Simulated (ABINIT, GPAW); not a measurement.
An ABINIT input for a self-consistent single point of LiF (Fm-3m, 2 atoms in the cell) (DFT, PBE, plane waves, PAW (JTH v2.0 PBE PAW)):

```
# LiF, JTH v2.0 PBE PAW
pp_dirpath "./"
pseudos "Li.GGA_PBE-JTH.xml, F.GGA_PBE-JTH.xml"
acell 3*1.0
rprim
         0.0000000000    3.7316421783    3.7316421783
         3.7316421783    0.0000000000    3.7316421783
         3.7316421783    3.7316421783   -0.0000000000
natom 2
ntypat 2
znucl 3 9
typat 1 2
xred
         0.0000000000    0.0000000000    0.0000000000
         0.5000000000    0.5000000000    0.5000000000
ecut 24 Ha
pawecutdg 48 Ha
pawxcdev 0
occopt 3
tsmear 0.02 eV
nband 10
kptopt 1
ngkpt 7 7 7
nshiftk 1
shiftk 0 0 0
nstep 100
tolvrs 1.0e-11
prtwf 0
prtden 0
enunit 2
```

### Question
Write the same calculation as an input for GPAW.

### Answer
This is the input that was run; spellings and numerical settings could be chosen otherwise.

```python
from ase import Atoms
from ase.units import GPa
from gpaw import GPAW

atoms = Atoms(['Li', 'F'],
              cell=[[0.000000, 1.974700, 1.974700],
                    [1.974700, 0.000000, 1.974700],
                    [1.974700, 1.974700, 0.000000]],
              scaled_positions=[[0.000000, 0.000000, 0.000000],
                                [0.500000, 0.500000, 0.500000]],
              pbc=True)

calc = GPAW(mode={'name': 'pw', 'ecut': 950},
            xc='PBE',
            kpts=(7, 7, 7),
            occupations={'name': 'fermi-dirac', 'width': 0.02},
            nbands=-8,
            convergence={'density': 1e-05, 'bands': -6},
            symmetry={'symmorphic': False, 'tolerance': 0.0005},
            maxiter=120,
            txt='-')

atoms.calc = calc

energy = atoms.get_potential_energy()
print('Energy (eV):', round(energy, 6))
forces = atoms.get_forces()
print('Forces (eV/Ang):')
print(forces.round(5))
stress = atoms.get_stress()
print('Stress (GPa, Voigt):', (stress / GPa).round(4))
```

Basis settings and potentials, where a program has them, do not carry over. This input uses DFT PBE, plane waves, GPAW PAW datasets PBE (gpaw-data 1.0.1). Both were run: gap on the mesh 9.601 eV in ABINIT and 9.619 in GPAW.

On ABINIT: the starting cell has typed, rounded lattice constants, without a prior relaxation at this level. For this run, on top of that: lattice scaled by 0.98. With a pressure of about 7 GPa the cell is away from its equilibrium volume at this level.

On GPAW: the starting cell has typed, rounded lattice constants, without a prior relaxation at this level. For this run, on top of that: lattice scaled by 0.98.
